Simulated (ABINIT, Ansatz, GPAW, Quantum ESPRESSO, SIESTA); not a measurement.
**CaTiS₂ (P-3m1, 4 atoms in the cell) computed with different codes at matched settings**

Self-consistent single point.

```
CaTiS2
1.0
    3.64514     0.00000     0.00000
   -1.82257     3.15678     0.00000
    0.00000     0.00000     6.54150
Ca Ti S
1 1 2
Direct
  0.00000   0.00000   0.50000
  0.00000   0.00000   0.00000
  0.33333   0.66667   0.78034
  0.66667   0.33333   0.21966
```

Shared settings, as Ansatz (a first-principles code) writes them: kpoints.mp_grid.grid = 7 7 4; scf.occupations.method = fermi_dirac; scf.occupations.width = 0.1 eV. Potentials and cutoffs stand in the table.

```csv
code,model,pressure (GPa),largest force (eV/Å),gap on the mesh (eV),cutoff
GPAW,"PBEsol+U, GPAW PAW datasets PBEsol (made by gpaw-setup)",-0.88,0.087,–,850 eV
Ansatz,"PBEsol+U, PAW files made with PBE",0.00,0.179,0.645,420 eV
ABINIT,"PBEsol+U, PAW (JTH v2.0 PBE PAW, files made for PBE)",-2.19,0.071,–,30 Ha
Quantum ESPRESSO,"PBEsol+U, SSSP 1.1.2 efficiency (PBE) pseudopotentials",0.04,0.225,0.405,50 Ry
SIESTA,"GGA PBEsol+U, numerical atomic orbitals TZP, PseudoDojo PBEsol standard norm-conserving potentials (rewritten from UPF to PSML)",4.81,0.236,0.117,grid 300 Ry
```

Hubbard term: [{species: Ti, l: d, u_eff: 3.0}] eV.

A dash marks a value that a program does not give, or that is left out as unsure.

No gap is tabulated for GPAW and ABINIT: it is not read from that output, or partly filled or unconverged empty levels leave it unsure.

Gaps are read on the mesh.

On Ansatz's run: spin polarisation is off. The U value is a test value, and with U on an open shell several self-consistent states can exist.

The spread over the programs that give each value: pressure within 7.00 GPa; largest force within 0.165 eV/Å; gap on the mesh within 0.528 eV.

SIESTA uses small atom-centred bases, whose incompleteness enters pressures, forces and empty levels differently from a plane-wave cutoff. Ansatz's pressure is given at a fixed set of plane waves, as the other plane-wave codes print theirs. The same U acts on different projectors in each program, which moves gaps, moments and pressures. In the pressure, ABINIT (by 1.75) and SIESTA (by 5.25) lie more than 1 GPa from the median of the plane-wave programs. In the force vectors, Quantum ESPRESSO (by 0.092) and SIESTA (by 0.369) lie more than 0.08 eV/Å from the median of the plane-wave programs.

The starting cell comes from a database of computed structures (which also holds hypothetical and non-ambient phases and stackings), without a prior relaxation at this level.

Left out of this page: Elk (failed or unconverged).

Keys are those of Ansatz 0.2.
